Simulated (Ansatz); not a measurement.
Functionals compared on the (213) surface of tetragonal indium in its 1x1 cell, outermost plane spacing 1.11 Å in the ideal cut, in Ansatz (plane waves, PAW). The structure was relaxed with PBE; the other rows are single points on it, each with its references at the same level. Cutoff 420 eV (500 eV for r2SCAN).

Set-up: 10 atoms, 10.0 Å thick at the start (thin: gaps and levels are the slab's own); mesh 11x5x1; 0.1 eV smearing; dipole correction on; all atoms relaxed; start symmetry kept, larger cells not searched; no spin, no spin-orbit, no U. These notes are the PBE run's.

```
functional  surface energy (J/m²)  work function of the top face (eV)           rough cost of the single point
----------  ---------------------  ----------------------------------  ---------------------------------------
PBE                          0.35                                3.82                                        –
LDA                             …                                   …  about 100 core-seconds (a rough figure)
PBEsol                       0.47                                3.90           around 80 core-seconds (rough)
RPBE                         0.25                                3.69             very roughly 80 core-seconds
r2SCAN                       0.38                                3.92              very roughly 3 core-minutes
```

Task: Some entries are withheld; supply them.

Result: 
- LDA, surface energy (J/m²): 0.52
- LDA, work function of the top face (eV): 4.09

Ansatz is an electronic-structure program.
